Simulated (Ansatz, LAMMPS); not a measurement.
# Si well of 20 atomic layers along [001] in random Si0.8Ge0.2, interfaces graded over 4 layers

Cell 16.58 × 16.58 × 60.26 Å, Si711Ge81, 792 atoms. Prepared with LAMMPS with Tersoff's 1989 multicomponent potential (SiCGe.tersoff): minimisation. 

Computed with PBE, support functions at accuracy medium on the grid of 370 eV (norm-conserving potentials; Ansatz, a program for electronic structure).

Basis: localised support functions (accuracy medium) on a full density matrix. k-points: zone centre alone; occupations: Fermi-Dirac, 0.010 eV; spin polarisation not allowed. No spin-orbit coupling.

```yaml
Kohn-Sham gap of the cell on its k-mesh: 0.46 eV
weight_of_the_highest_filled_level_on_the_well: 0.39
weight_of_the_lowest_empty_level_on_the_well: 0.94
coordination (neighbours within 2.852 Å): 100.0 % 4-fold
Ge-Ge bonds, mean ± spread: 2.466 ± 0.006 Å
Ge-Si bonds, mean ± spread: 2.420 ± 0.005 Å
Si-Si bonds, mean ± spread: 2.378 ± 0.004 Å
bond angles, mean ± spread: 109.5° ± 0.8°
pressure: -0.80 GPa
cost_of_the_final_run: around 60 core-minutes (rough), 14 SCF iterations, 16 GiB
```
